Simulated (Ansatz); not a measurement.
The starting structures come from a database of crystals and need not be the phases stable at ambient conditions.

Inside the gap of an insulator the Bloch states are evanescent, with a wavenumber k + iκ along the transport direction.

```
CELL_PARAMETERS angstrom
      7.16776     0.00000     0.00000
      3.58388    10.48994     0.00000
      3.58388    -1.22443     3.36823
ATOMIC_POSITIONS crystal
  Cs 0.79528 0.70472 0.20472
  Cs 0.70472 0.29528 0.79528
  Ag 0.09893 0.90107 0.40107
  Ag 0.40107 0.09893 0.59893
  Cl 0.35472 0.64528 0.14528
  Cl 0.14528 0.35472 0.85472
  Cl 0.50000 0.00000 0.00000
  Cl 0.00000 0.00000 0.00000
```

Space group of this cell: P4/nmm. The cell is taken as given; by PBEsol its mean pressure is -1.3 GPa.

Transport runs along the normal of the first two printed cell vectors, the (111) plane of the conventional cell.

No gap correction and no spin-orbit coupling; mid-gap values are interpolated between computed energies.

Q: Predict the band gap and the smallest decay constant κ at mid-gap from Ansatz (a quantum-chemistry and plane-wave program) with PBEsol.

A: Gap 2.09 eV on a 10×10×10 mesh; κ = 0.245 1/Å, at the zone centre.
